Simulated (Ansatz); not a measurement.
Effect of uniaxial stress, 3 GPa tension along x on SnTe

Take SnTe in the rock salt structure (space group Fm-3m, No. 225; a = 6.3702 Å) as the base. Axes: x, y, z lie along the cube axes.

Modification: uniaxial stress, 3 GPa tension along x, with the cell and atoms free to relax against it.

Level of theory: r2SCAN (Ansatz, an electronic-structure program; PAW; 500 eV plane waves; without spin-orbit coupling). Settings: 9×9×9 k-points, 0.05 eV Fermi–Dirac smearing.

Volume per atom: 33.18 Å³ (base 32.31 Å³)
Space group: I4/mmm (No. 139) (base Fm-3m (No. 225))
Shortest interatomic distance: 3.183 Å (base 3.185 Å)
Energy relative to the base (free energy F): +9.1 meV/atom
Band gap: 0.14 eV (base 0.13 eV)
Gap character: direct at N
Strain response (xx, yy, zz): (+2.84, −0.08, −0.08) %
Secant Young's modulus along x: 110 GPa
Mean lateral Poisson ratio: 0.03

Final structure:

```xyz
2
Lattice="0.0000 3.1826 3.1826 3.2755 0.0000 3.1826 3.2755 3.1826 0.0000" Properties=species:S:1:pos:R:3 pbc="T T T"
Te     0.0000     0.0000     0.0000
Sn     3.2755     3.1826     3.1826
```

Spin-orbit coupling, missing from the scalar runs, can matter with Te. Stability under load was not tested beyond the relaxation. The zero or small gap of SnTe can change with the level of theory. Labels are those of the standard path for the cell's own space group.
